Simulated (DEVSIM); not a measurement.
System: Ti/AlN/n-GaSb capacitor, at 300 K.

| layer (left to right) | material | thickness (nm) | Nd (cm⁻³) |
|---|---|---|---|
| 1 | AlN | 0.960 | - |
| 2 | GaSb | 7800 | 5.9e15 |

Metal gate on the left, work function 4.33 eV. Fixed charge at the semiconductor interface 0 cm⁻² (in units of +e); interface traps 9.4e11 cm⁻² eV⁻¹, uniform in energy, neutral level at 0.7 of the gap above the valence band.

This is a model device: material constants are rounded textbook-type values typed into the input, and sizes, dopings and lifetimes were drawn at random. Values at 300 K.

| parameter | AlN | GaSb |
|---|---|---|
| gap (eV) | 6.1 | 0.726 |
| affinity (eV) | 1.9 | 4.06 |
| permittivity | 8.5 | 15.7 |
| Nc (cm⁻³) | - | 2.1e17 |
| Nv (cm⁻³) | - | 1.8e19 |

Model (solved in DEVSIM): 1D Poisson equation in equilibrium, Boltzmann statistics, complete ionisation; no quantum confinement or tunnelling. Metal contacts follow the ideal Schottky-Mott rule: no Fermi-level pinning, no interface dipoles.

### Question
Tabulate band edges, carrier densities and field at -0.2 V on the gate.

### Answer
Energies count from the Fermi level of the right contact; mesh points crowd at the junctions.

| x (μm) | Ec (eV) | Ev (eV) | n (cm⁻³) | p (cm⁻³) | field (V/cm) |
|---|---|---|---|---|---|
| 0.000 | 2.630 | -3.470 | < 1e2 | < 1e2 | -89000 |
| 0.0005494 | 2.625 | -3.475 | < 1e2 | < 1e2 | -89000 |
| 0.001271 | 0.461 | -0.265 | 3.8e9 | 6.3e14 | -22000 |
| 0.003007 | 0.457 | -0.269 | 4.4e9 | 5.5e14 | -22000 |
| 0.008665 | 0.445 | -0.281 | 7.0e9 | 3.4e14 | -21000 |
| 0.01849 | 0.425 | -0.301 | 1.5e10 | 1.6e14 | -20000 |
| 0.04054 | 0.381 | -0.345 | 8.3e10 | 2.9e13 | -19000 |
| 0.1124 | 0.263 | -0.463 | 8.1e12 | 3.0e11 | -14000 |
| 0.2372 | 0.140 | -0.586 | 9.4e14 | 2.5e9 | -5900 |
| 0.5174 | 0.093 | -0.633 | 5.7e15 | 4.2e8 | -110 |
| 1.091 | 0.092 | -0.634 | 5.9e15 | 4.1e8 | ≈ 0 |
| 3.015 | 0.092 | -0.634 | 5.9e15 | 4.1e8 | ≈ 0 |
| 5.456 | 0.092 | -0.634 | 5.9e15 | 4.1e8 | ≈ 0 |
| 6.689 | 0.092 | -0.634 | 5.9e15 | 4.1e8 | ≈ 0 |
| 7.399 | 0.092 | -0.634 | 5.9e15 | 4.1e8 | ≈ 0 |
| 7.617 | 0.092 | -0.634 | 5.9e15 | 4.1e8 | ≈ 0 |
| 7.715 | 0.092 | -0.634 | 5.9e15 | 4.1e8 | ≈ 0 |
| 7.762 | 0.092 | -0.634 | 5.9e15 | 4.1e8 | ≈ 0 |
| 7.788 | 0.092 | -0.634 | 5.9e15 | 4.1e8 | ≈ 0 |
| 7.795 | 0.092 | -0.634 | 5.9e15 | 4.1e8 | ≈ 0 |
| 7.799 | 0.092 | -0.634 | 5.9e15 | 4.1e8 | ≈ 0 |
| 7.801 | 0.092 | -0.634 | 5.9e15 | 4.1e8 | ≈ 0 |
